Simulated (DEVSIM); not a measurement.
Device: Ru/SiO2/n-Si capacitor, at 300 K.

| layer (left to right) | material | thickness (nm) | Nd (cm⁻³) |
|---|---|---|---|
| 1 | SiO2 | 9.40 | - |
| 2 | Si | 1400 | 1.7e17 |

Metal gate on the left, work function 4.7 eV. Fixed charge at the semiconductor interface -1.3e10 cm⁻² (in units of +e); no interface traps.

The device is made up for the run: typed textbook-type constants, with dimensions and the other settings drawn at random. Values at 300 K.

| parameter | SiO2 | Si |
|---|---|---|
| gap (eV) | 9 | 1.124 |
| affinity (eV) | 0.9 | 4.05 |
| permittivity | 3.9 | 11.7 |
| Nc (cm⁻³) | - | 2.86e19 |
| Nv (cm⁻³) | - | 3.1e19 |

Simulated with DEVSIM: 1D Poisson equation in equilibrium, Boltzmann statistics, complete ionisation; no quantum confinement or tunnelling. Metal contacts follow the ideal Schottky-Mott rule: no Fermi-level pinning, no interface dipoles.

Q: Give the band bending (positive: bands bend down) and minority sheet density.

A: 
```json
[
 {"Vg (V)": "-2", "ψs (V)": "-0.990", "minority carriers (cm⁻²)": "2.1e12"},
 {"Vg (V)": "-1.7", "ψs (V)": "-0.977", "minority carriers (cm⁻²)": "1.4e12"},
 {"Vg (V)": "-1.4", "ψs (V)": "-0.958", "minority carriers (cm⁻²)": "7.9e11"},
 {"Vg (V)": "-1.1", "ψs (V)": "-0.919", "minority carriers (cm⁻²)": "2.2e11"},
 {"Vg (V)": "-0.8", "ψs (V)": "-0.767", "minority carriers (cm⁻²)": "7.0e8"},
 {"Vg (V)": "-0.5", "ψs (V)": "-0.554", "minority carriers (cm⁻²)": "< 1e8"},
 {"Vg (V)": "-0.2", "ψs (V)": "-0.353", "minority carriers (cm⁻²)": "< 1e8"},
 {"Vg (V)": "0.1", "ψs (V)": "-0.174", "minority carriers (cm⁻²)": "< 1e8"},
 {"Vg (V)": "0.4", "ψs (V)": "-0.037", "minority carriers (cm⁻²)": "< 1e8"},
 {"Vg (V)": "0.7", "ψs (V)": "0.037", "minority carriers (cm⁻²)": "< 1e8"},
 {"Vg (V)": "1", "ψs (V)": "0.076", "minority carriers (cm⁻²)": "< 1e8"},
 {"Vg (V)": "1.3", "ψs (V)": "0.099", "minority carriers (cm⁻²)": "< 1e8"},
 {"Vg (V)": "1.6", "ψs (V)": "0.116", "minority carriers (cm⁻²)": "< 1e8"},
 {"Vg (V)": "1.9", "ψs (V)": "0.129", "minority carriers (cm⁻²)": "< 1e8"}
]
```
